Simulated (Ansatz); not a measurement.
The (221) surface of bcc Li in its 1x1 cell, outermost plane spacing 0.57 Å in the ideal cut

Level of theory: PBE (plane waves to 420 eV, PAW; Ansatz, a first-principles code).

Set-up: 19 atoms, 10.3 Å thick at the start (thin: gaps and levels are the slab's own); mesh 8x5x1; 0.1 eV smearing; dipole correction on; all atoms relaxed; held to the part of the start's symmetry that mesh and held atoms allow; no spin, no spin-orbit, no U.

| Property | Result |
|---|---|
| surface energy (mean of both faces) | 0.53 J/m² |
| surface energy before relaxation | 0.56 J/m² |
| work function of the top face | 2.86 eV |
| energy released by relaxation | 0.13 eV |
| cost | about 7 core-minutes (a rough figure) |
